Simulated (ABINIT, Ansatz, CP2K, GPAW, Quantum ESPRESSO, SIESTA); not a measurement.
## One structure in several programs: Al2Pt (Fm-3m, 3 atoms in the cell)

Self-consistent single point, at a second geometry (lattice scaled by 0.98). First geometry:

```yaml
crystal:
  lattice:
    - [0.00000, 2.98486, 2.98486]
    - [2.98486, 0.00000, 2.98486]
    - [2.98486, 2.98486, 0.00000]
  atoms:
    - { symbol: Al, position: [0.25000, 0.25000, 0.25000] }
    - { symbol: Al, position: [0.75000, 0.75000, 0.75000] }
    - { symbol: Pt, position: [0.00000, 0.00000, 0.00000] }
```

Shared settings, as Ansatz (a first-principles code) writes them: kpoints.mp_grid.grid = 7 7 7; scf.occupations.method = gaussian; scf.occupations.width = 0.136 eV. Potentials and cutoffs stand in the table.

```csv
code,model,ΔF from the first geometry (meV/atom),pressure (GPa),cutoff
GPAW,"PBE, GPAW PAW datasets PBE (gpaw-data 1.0.1)",19.8,7.55,600 eV
Ansatz,"PBE, default PAW files",16.7,7.00,420 eV
SIESTA,"GGA PBE, numerical atomic orbitals DZP, PseudoDojo PBE standard norm-conserving potentials (rewritten from UPF to PSML)",19.6,7.75,grid 350 Ry
Quantum ESPRESSO,"PBE, PSlibrary ultrasoft (PBE) pseudopotentials",18.8,7.42,45 Ry
CP2K,"PBE, GPW, TZVP-MOLOPT-SR-GTH basis, GTH-PBE potentials (GTH_POTENTIALS)",15.6,6.86,grid 500 Ry
ABINIT,"PBE, norm-conserving pseudopotentials (PseudoDojo nc-sr-05 PBE standard)",15.6,6.86,1143 eV
```

On Ansatz's run: spin-orbit coupling is off. Spin polarisation is off.

The spread over the programs that give each value: ΔF from the first geometry within 4.2 meV/atom; pressure within 0.89 GPa.

SIESTA and CP2K use small atom-centred bases, whose incompleteness enters pressures, forces and empty levels differently from a plane-wave cutoff. Ansatz's pressure is given at a fixed set of plane waves, as the other plane-wave codes print theirs; with its correction for the finite basis it is 7.06 GPa.

The starting cell comes from a database of computed structures (which also holds hypothetical and non-ambient phases and stackings), without a prior relaxation at this level. Its lattice was rescaled by a random factor within 2.5 % of one. For this run, on top of that: lattice scaled by 0.98.

Left out of this page: Elk and FLEUR (not drawn, or without a comparable value).

Keys are those of Ansatz 0.2.
